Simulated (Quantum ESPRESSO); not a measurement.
Quantum ESPRESSO run on CuZn (Pm-3m, 2 atoms in the cell): self-consistent single point.

Method: PBE, SSSP 1.1.2 efficiency (PBE) pseudopotentials (plane waves; Quantum ESPRESSO).

```xyz
2
Lattice="2.9500 0.0000 0.0000 0.0000 2.9500 0.0000 0.0000 0.0000 2.9500" Properties=species:S:1:pos:R:3 pbc="T T T"
Zn     1.4750     1.4750     1.4750
Cu     0.0000     0.0000     0.0000
```

Reference input (self-consistent single point, DFT, PBE, plane waves, SSSP 1.1.2 efficiency (PBE) pseudopotentials): ecutwfc = 50 Ry; ecutrho = 400 Ry; occupations = smearing; smearing = mp; degauss = 0.0073499 Ry; potentials = {Zn: Zn_pbe_v1.uspp.F.UPF, Cu: Cu_pbe_v1.2.uspp.F.UPF}; K_POINTS = automatic 11 11 11 1 1 1; conv_thr = 1e-09 Ry; mixing_beta = 0.7. This run's input differs from it in these lines:

```diff
@@ -15,4 +15,4 @@
  occupations = 'smearing'
- smearing = 'mp'
- degauss = 0.0073499
+ smearing = 'fd'
+ degauss = 0.0036749
 /
```

Output, abridged:

```
     Self-consistent Calculation

     iteration #  1     ecut=    50.00 Ry     beta= 0.70

     total energy              =    -858.91083528 Ry
     estimated scf accuracy    <       8.80205881 Ry

     iteration #  2     ecut=    50.00 Ry     beta= 0.70

     total energy              =    -858.87300890 Ry
     estimated scf accuracy    <      40.88416939 Ry

     iteration #  3     ecut=    50.00 Ry     beta= 0.70

     total energy              =    -864.95838337 Ry
     estimated scf accuracy    <       8.52822091 Ry

   [... 12 blocks of this kind left out ...]

     iteration # 16     ecut=    50.00 Ry     beta= 0.70

     total energy              =    -865.35142295 Ry
     estimated scf accuracy    <          1.1E-09 Ry

     iteration # 17     ecut=    50.00 Ry     beta= 0.70
     End of self-consistent calculation

     the Fermi energy is    15.6738 ev

!    total energy              =    -865.35142295 Ry
     estimated scf accuracy    <          4.0E-11 Ry
     smearing contrib. (-TS)   =      -0.00027010 Ry
     internal energy E=F+TS    =    -865.35115285 Ry

     convergence has been achieved in  17 iterations

     Forces acting on atoms (cartesian axes, Ry/au):

     atom    1 type  1   force =     0.00000000    0.00000000    0.00000000
     atom    2 type  2   force =     0.00000000    0.00000000    0.00000000

     Total force =     0.000000     Total SCF correction =     0.000000

          total   stress  (Ry/bohr**3)                   (kbar)     P=        9.23
   0.00006273   0.00000000   0.00000000            9.23        0.00        0.00
   0.00000000   0.00006273   0.00000000            0.00        9.23        0.00
   0.00000000   0.00000000   0.00006273            0.00        0.00        9.23

   JOB DONE.
```

The run converged in 17 iterations. Against the reference run the free energy goes down by 1.0 meV/atom and the pressure moves little (0.84 to 0.92 GPa).

The starting cell has typed, rounded lattice constants, without a prior relaxation at this level. Spin polarisation is off.
